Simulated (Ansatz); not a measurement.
The reference is CsCaH3 in the cubic perovskite structure (space group Pm-3m, No. 221; a = 4.541 Å; a cell from a computed database, its experimental status unchecked).

Levels (all Ansatz, a first-principles code, PAW): PBEsol (420 eV, scalar-relativistic without spin-orbit coupling); r2SCAN (500 eV, scalar-relativistic without spin-orbit coupling); HSE06 (420 eV, no SOC).

At the geometry relaxed with PBEsol, these levels gave the following band gaps, in shuffled order: (a) 2.88 eV, (b) 4.26 eV, (c) 3.60 eV.

Q: Match each gap to its level.

A: (a) PBEsol; (b) HSE06; (c) r2SCAN.

Single points use the geometry relaxed with PBEsol. The hybrid gap comes from the SCF mesh plus the semilocal run's edge points and a few special points and is an upper bound. Whether these cells are dynamically stable was not tested. Many cubic perovskites are stable only at high temperature; tilts and polar distortions were not tested.
